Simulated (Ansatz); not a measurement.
Ansatz (an electronic-structure program) run on Ti (P1, 3 atoms in the cell): self-consistent single point.

Method of the run: LDA (PW92), default PAW files made with PBE (plane waves; Ansatz).

```xyz
3
Lattice="4.5674 0.0000 0.0000 -2.2837 3.9555 0.0000 0.0000 0.0000 2.8262" Properties=species:S:1:pos:R:3 pbc="T T T"
Ti    -0.0111     0.0333     0.0753
Ti    -0.0279     2.5777     1.3970
Ti     2.3227     1.3445     1.3539
```

Reference input (self-consistent single point, DFT, PBEsol, plane waves, default PAW files made with PBE): kpoints.mp_grid.grid = 5 5 7; hamiltonian.xc = pbesol; hamiltonian.pseudopotentials = {kind: paw} (the program's default PAW files); scf.occupations.method = fermi_dirac; scf.occupations.width = 0.01 Ry. This run's input differs from it in these lines:

Ansatz 0.2 input:
```diff
@@ -12,3 +12,3 @@
 hamiltonian:
-  xc: pbesol
+  xc: lda
   pseudopotentials: { kind: paw }
```

Output, abridged:

```
SCF iter   1: F=—  HF=-7350.936539 eV  |F-HF|=—  |Δ(HF+E_count)|=         —  Δρ=1.02e-2  dr2=5.14e-2  ethr=1.77e-3  ⟨swp⟩=3.7  Hψ=6290  notcnv=0
all-band conjugate gradients solve this SCF's bands
preconditioner: auto → none
SCF iter   2: F=—  HF=-7350.928838 eV  |F-HF|=—  |Δ(HF+E_count)|=   7.70e-3  Δρ=5.48e-3  dr2=1.91e-2  ethr=1.43e-4  ⟨swp⟩=4.4  Hψ=11637  notcnv=0
automatic band count: the SCF goes on with 26 bands, as 22 were too few: the levels above may hold too much charge
   [... lines left out ...]
SCF iter   4: F=—  HF=-7350.925780 eV  |F-HF|=—  |Δ(HF+E_count)|=   1.65e-5  Δρ=3.19e-4  dr2=1.18e-4  ethr=1.10e-6  ⟨swp⟩=2.5  Hψ=3899  notcnv=0
SCF iter   5: F=—  HF=-7350.925747 eV  |F-HF|=—  |Δ(HF+E_count)|=   3.36e-5  Δρ=8.47e-5  dr2=3.94e-6  ethr=3.26e-7  ⟨swp⟩=2.1  Hψ=3012  notcnv=0
SCF iter   6: F=—  HF=-7350.925746 eV  |F-HF|=—  |Δ(HF+E_count)|=   9.31e-7  Δρ=2.54e-5  dr2=3.59e-7  ethr=1.09e-8  ⟨swp⟩=2.1  Hψ=3212  notcnv=0
SCF iter   7: F=-7350.925746 eV  HF=-7350.925746 eV  |F-HF|=1.16e-8  |Δ(HF+E_count)|=   1.62e-9  Δρ=4.60e-6  dr2=1.52e-8  ethr=2.78e-10  ⟨swp⟩=4.1  Hψ=6481  notcnv=0
SCF 1 converged in 7 iterations: F = -7350.925746 eV  dr2 = 1.52e-8
Free energy (F): -7350.925746 eV
Internal energy: -7350.702849 eV  (E = F + TS)
E sigma→0 (E₀):  -7350.814297 eV
Entropy (-TS):   -0.222897 eV (-74.299 meV/atom)
Fermi energy:    13.222794 eV
--- Forces (eV/Å), atoms counted from 1 ---
  atom   1  Ti     0.05534086    -0.15752872    -0.54306473
  atom   2  Ti     0.19009249     0.26951309     0.22063332
  atom   3  Ti    -0.24543408    -0.11196712     0.32243319
--- Stress (GPa, compression-positive) ---
       -7.589671       0.033877      -0.113968
        0.033877      -7.345937       0.229534
       -0.113968       0.229533      -6.885344
  P = ⅓ Tr σ = -7.2737 GPa (-72.737 kbar)
  The stress holds the Pulay correction. Without it, at fixed plane waves, as pw.x and ABINIT print it: P = -7.3105 GPa
```

The run converged in 7 iterations. Against the reference run the pressure goes from -2.95 to -7.27 GPa and the largest force goes from 0.622 to 0.568 eV/Å.

The starting cell comes from a database of computed structures (which also holds hypothetical and non-ambient phases and stackings), without a prior relaxation at this level. Its atoms were displaced at random from the sites of space group no. 191. Spin polarisation is off. With a pressure of about -7 GPa the cell is away from its equilibrium volume at this level. Ansatz's pressure includes its estimate of the finite-basis (Pulay) stress.
